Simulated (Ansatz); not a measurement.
The starting structures come from a database of crystals and need not be the phases stable at ambient conditions.

Inside the gap of an insulator the Bloch states are evanescent, with a wavenumber k + iκ along the transport direction.

```
AlN
1.0
    2.87725     0.00000     0.00000
   -1.43862     2.49177     0.00000
    1.43862     0.83059     2.34926
Al N
1 1
Direct
  0.00000   0.50000   0.50000
  0.00000   0.00000   0.00000
```

Space group of this cell: Fm-3m, rock salt. The cell is taken as given; by r2SCAN its mean pressure is -6.1 GPa.

Transport runs along the normal of the first two printed cell vectors, the (111) plane of the conventional cell.

The gap is the functional's own. No spin-orbit coupling. Mid-gap values are interpolated on the energy grid.

### Question
Estimate the band gap and the smallest decay constant κ at mid-gap that r2SCAN (Ansatz, an electronic-structure program) returns for this system.

### Answer
Gap 5.29 eV on a 14×14×14 mesh; κ = 0.316 1/Å, at the zone centre.
